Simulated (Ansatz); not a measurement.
GaN(0001):H-slab (8 atoms), on its own PBE lattice.

```
CELL_PARAMETERS angstrom
      3.19475     0.00000     0.00000
     -1.59738     2.76674     0.00000
      0.00000     0.00000    26.54100
ATOMIC_POSITIONS crystal
  N  0.33333 0.66667 0.37760
  Ga 0.66667 0.33333 0.40467
  N  0.66667 0.33333 0.47541
  Ga 0.33333 0.66667 0.50430
  N  0.33333 0.66667 0.57503
  Ga 0.66667 0.33333 0.60402
  H  0.33333 0.66667 0.33896
  H  0.66667 0.33333 0.66243
```

Values marked by level come from PBE+D3(BJ) (plane waves to 420 eV, PAW; Ansatz, a first-principles code); r2SCAN (plane waves to 500 eV, PAW; Ansatz); PBE+D3(BJ) with spin-orbit coupling (plane waves to 420 eV, PAW; Ansatz); HSE06 (plane waves to 420 eV, PAW; Ansatz). Geometries and values that name no level are of the first. Values not marked SOC have no spin–orbit coupling; PBE gaps are too small against experiment. Its k-point mesh 12×12×1, Fermi–Dirac width 0.01 eV. HSE06 ran on meshes of its own (9×9×1); its edges and gaps are taken over the mesh and over extra points off it, mostly where PBE has its edges. A dipole correction is on.

All levels ran on one geometry.

| level | mesh | gap (eV) |
|---|---|---|
| PBE | 12×12×1 | 0.13 |
| r2SCAN | 12×12×1 | 0.50 |
| HSE06 | 9×9×1 | ? |
| PBE+SOC | 12×12×1 | 0.12 |

### Question
Some entries are withheld; supply them.

### Answer

- HSE06, gap (eV): 0.77

### Question
How far does spin–orbit coupling split the edges at K?

### Answer
The top two valence levels by 3 meV, the lowest two conduction levels by 13 meV (PBE+SOC).
